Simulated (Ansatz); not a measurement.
Functionals compared on the (11-20) surface of hcp Zr in its 1x1 cell, outermost plane spacing 1.62 Å in the ideal cut, in Ansatz (plane waves, PAW). The structure was relaxed with PBE; the other rows are single points on it, each with its references at the same level. Cutoff 420 eV (500 eV for r2SCAN).

Slab: 14 atoms, 9.7 Å thick at the start (thin: gaps and levels are the slab's own); k 7x7x1, smearing 0.1 eV, dipole-corrected; all atoms relaxed; held to the start's symmetry, so lower structures may exist; no spin, no spin-orbit, no U. These notes are the PBE run's.

```json
[
 {"functional": "PBE", "surface energy (J/m²)": "1.68", "work function of the top face (eV)": "3.17", "rough cost of the single point": "–"},
 {"functional": "LDA", "surface energy (J/m²)": "(withheld)", "work function of the top face (eV)": "(withheld)", "rough cost of the single point": "roughly 80 core-seconds"},
 {"functional": "PBEsol", "surface energy (J/m²)": "1.85", "work function of the top face (eV)": "3.23", "rough cost of the single point": "roughly 100 core-seconds"},
 {"functional": "RPBE", "surface energy (J/m²)": "1.55", "work function of the top face (eV)": "3.03", "rough cost of the single point": "roughly 90 core-seconds"},
 {"functional": "r2SCAN", "surface energy (J/m²)": "1.77", "work function of the top face (eV)": "3.12", "rough cost of the single point": "roughly 2.7 core-minutes"}
]
```

Question: Some entries are withheld; supply them.

Answer: 
- LDA, surface energy (J/m²): 1.91
- LDA, work function of the top face (eV): 3.42

Ansatz is a first-principles code.
